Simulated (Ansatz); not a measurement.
The starting structures come from a database of crystals and need not be the phases stable at ambient conditions.

The decay constant κ of evanescent states in the gap governs leakage through a thin film.

Given:

```
RbTe
1.0
    4.89739     0.00000     0.00000
    0.00000    12.64304     0.00000
    0.00000    -2.73769     5.20747
Rb Te
4 4
Direct
  0.50000   0.86596   0.53747
  0.50000   0.13404   0.46253
  0.50000   0.63404   0.80555
  0.50000   0.36596   0.19445
  0.00000   0.89686   0.03713
  0.00000   0.10314   0.96287
  0.00000   0.60314   0.24341
  0.00000   0.39686   0.75659
```

Space group of this cell: Pbam. The cell is taken as given.

Transport runs along the normal of the first two printed cell vectors.

The gap is the functional's own, uncorrected, and κ follows it; spin-orbit coupling is left out. Mid-gap values are interpolated between the computed energies.

**Question.** Give the band gap and the smallest decay constant κ at mid-gap that r2SCAN in Ansatz (a program for electronic structure) yields.

**Answer.** Gap 1.16 eV on a 6×6×6 mesh; κ = 0.170 1/Å, at (0.500, 0.000) of the in-plane reciprocal vectors. At the zone centre, at the nearest computed energy, the slowest state has κ = 0.18 1/Å.
